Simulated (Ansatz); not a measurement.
Reference: YB₂ (P6/mmm), PBEsol, DFPT electron-phonon coupling, linearised Boltzmann equation (plane waves, PAW, scalar-relativistic; Ansatz, a program for electronic structure); geometry: relaxed with this functional, without spin-orbit coupling.

```cif
data_B2Y
_chemical_formula_sum 'Y1 B2'
_space_group_name_H-M_alt 'P 1'
_space_group_IT_number 1
_cell_length_a 3.27397
_cell_length_b 3.27397
_cell_length_c 3.82274
_cell_angle_alpha 90.000
_cell_angle_beta 90.000
_cell_angle_gamma 120.000
loop_
_space_group_symop_operation_xyz
  'x, y, z'
loop_
_atom_site_label
_atom_site_type_symbol
_atom_site_fract_x
_atom_site_fract_y
_atom_site_fract_z
_atom_site_occupancy
Y1 Y 0.00000 0.00000 0.00000 1
B1 B 0.33333 0.66667 0.50000 1
B2 B 0.66667 0.33333 0.50000 1
```

- resistivity at 300 K: 12.9 μΩ·cm

**Question.** Swap Y for Sc, keeping the structure type. How do these values move?

**Answer.** ScB2 (P6/mmm): volume per atom 11.8 to 9.8 Å³; resistivity at 300 K falls (12.9 μΩ·cm to 7.7 μΩ·cm).

**Question.** Swap Y for Mg, keeping the structure type. How do these values move?

**Answer.** MgB2 (P6/mmm): volume per atom 11.8 to 9.5 Å³; resistivity at 300 K falls (12.9 μΩ·cm to 5.8 μΩ·cm).

**Question.** Swap Y for Hf, keeping the structure type. How do these values move?

**Answer.** HfB₂ (P6/mmm): volume per atom 11.8 to 9.7 Å³; resistivity at 300 K falls (12.9 μΩ·cm to 4.7 μΩ·cm).

Moves up to 5 % count as about the same. Metals; harmonic phonons alone scatter; means over directions. Halving the electron mesh moves these values by up to 3 %; q meshes are mostly untested. Some of the runs warned that the eigensolver left states short of its tolerance. Spin-orbit coupling is left out.

Formula and space group known from diffraction (Crystallography Open Database), not checked to be the room-temperature form: ScB2 (P6/mmm). The missing spin-orbit coupling matters most for HfB2 (P6/mmm).
